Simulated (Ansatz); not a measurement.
Take ZrB₂ (space group P6/mmm, No. 191; a = 3.155 Å, c = 3.506 Å; relaxed with 0.1 eV smearing) as the base. Axes: x lies along a and z along c of the hexagonal cell.

The values are results of Ansatz (a program for electronic structure), PBEsol, PAW, cutoff 420 eV, no spin-orbit coupling, not measurements.

Perturbation: the cell is compressed by 1.00 % along z with no lateral relaxation; the atoms relax in the strained cell.

Problem. Predict the stress tensor and what it implies for the stiffness.

Solution. Stress of the strained cell less that of the base (GPa, compression positive):
```
    1.3     0.0     0.0
    0.0     1.3     0.0
    0.0     0.0     4.7
```

Then −Δσ_ii/ε with ε = -0.0100 gives relaxed-ion elastic constants: C33 ≈ 466 GPa, C13 ≈ 134 GPa and C23 ≈ 134 GPa.

No phonon test of stability was made. The final runs are not spin-polarised.
